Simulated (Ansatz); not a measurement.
Base system: KCl in the rock salt structure (space group Fm-3m, No. 225; a = 6.244 Å). Axes: x, y, z lie along the cube axes.

Method: Kohn–Sham DFT with the PBEsol functional, run in Ansatz (a quantum-chemistry and plane-wave program) with PAW and 420 eV plane waves, no spin-orbit coupling.

Before the change:

The smallest direct gap is 5.10 eV.

Modification: a free-standing slab of 1 layer (2 atoms, 2 a layer) is cut normal to the z axis, with 15 Å of vacuum and the in-plane cell held at bulk; forces were under the threshold from the start, so the atoms kept their bulk positions.

### Question
Estimate the effect on the gap character and smallest direct gap.

### Answer
The gap character amounts to indirect, M → Γ; the smallest direct gap falls by 0.267 eV (5.10 eV → 4.84 eV).

Stability against distortions was not tested. k-point labels follow each cell's own Brillouin zone.
